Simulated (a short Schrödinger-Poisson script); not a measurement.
From a short Schrödinger-Poisson script (our own, NumPy): one-band effective-mass equation with BenDaniel-Duke matching, electrons, heavy and light holes apart, hard walls at the outer ends, one valence edge for both holes (no strain splitting), no charge, excitons, band mixing or non-parabolicity; under a field the levels are quasi-bound states of a box, listed while three quarters of their weight lies within 4 nm of the wells.

Stack: coupled double In0.35Ga0.65As/GaAs quantum well.

From the first side: 20 nm GaAs; 10 nm In0.35Ga0.65As; 3 nm GaAs; 6 nm In0.35Ga0.65As; 20 nm GaAs.

The device is made up for the run: typed textbook-type constants, with dimensions and the other settings drawn at random. In0.35Ga0.65As: direct gap (eV) 1.074, conduction-band edge (eV) 0, electron mass (mₑ) 0.053, heavy-hole mass 0.37, light-hole mass 0.08. GaAs: direct gap (eV) 1.424, conduction-band edge (eV) 0.227, electron mass (mₑ) 0.067, heavy-hole mass 0.377, light-hole mass 0.09.

The valence-band edge of each layer lies one gap below its conduction-band edge. The electron's potential energy rises along the stack by the applied field. Mesh 0.03 nm at interfaces.

**Question.** Give the hh1 − lh1 (meV); the shift of e1-hh1 at 34.5 kV/cm (meV); the e1 above the well's band edge (meV).

**Answer.** hh1 − lh1 (meV): 15.1; shift of e1-hh1 at 34.5 kV/cm (meV): -29.7; e1 above the well's band edge (meV): 35.2. Excitons are left out, and strain enters only through the typed gaps and offsets, so measured lines lie elsewhere.
